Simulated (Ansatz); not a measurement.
Take LuBi in the rock salt structure (space group Fm-3m, No. 225; a cell from a computed database, its experimental status unchecked; relaxed with 0.1 eV smearing) as the base.

```
LuBi
1.0
    0.00000     3.06599     3.06599
    3.06599     0.00000     3.06599
    3.06599     3.06599     0.00000
Lu Bi
1 1
Cartesian
  3.06599   3.06599   3.06599
  0.00000   0.00000   0.00000
```

Cartesian axes are those of the cell as printed.

All numbers come from PBEsol (Ansatz, a first-principles code), scalar-relativistic without spin-orbit coupling.

Base values:

Pressure: 0.0 GPa
Shortest interatomic distance: 3.066 Å

One thing is altered: the cell is stretched by 2.46 % along x with no lateral relaxation; the atoms relax in the strained cell.

Question: Predict the new pressure.

Answer: The pressure (mean of the normal stresses, compression positive) goes from zero to -1.3 GPa.

Question: What happens to the energy relative to the base?

Answer: The energy goes up by 7.4 meV/atom.

Question: What does the calculation give for the shortest interatomic distance after the change?

Answer: The shortest interatomic distance is still 3.066 Å.

Stability against distortions was not tested.
